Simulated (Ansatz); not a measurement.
Consider SrTiO3 in the cubic perovskite structure (space group Pm-3m, No. 221; a = 3.891 Å).

The values are results of DFT with PBEsol, PAW potentials and a 420 eV plane-wave cutoff in Ansatz (a program for electronic structure), no spin-orbit coupling, not measurements.

Base values:

The width of the top valence band is 1.05 eV and the pressure is 0.01 GPa.

One thing is altered: every lattice vector is stretched by 5.82 %, atoms relaxed at fixed cell.

Question: What happens to the width of the top valence band?

Answer: The width of the top valence band shrinks by 0.14 eV to 0.91 eV.

Question: What does the calculation give for the pressure after the change?

Answer: The pressure shrinks by 21.695 GPa to -21.69 GPa.

Question: What does the calculation give for the energy relative to the base after the change?

Answer: The energy goes up by 172 meV/atom.

The levels and masses belong to the bands next to the band gap. The cells carry an imposed strain or load. Whether these cells are dynamically stable was not tested. All final runs are without spin polarisation. Many cubic perovskites are stable only at high temperature; tilts and polar distortions were not tested.
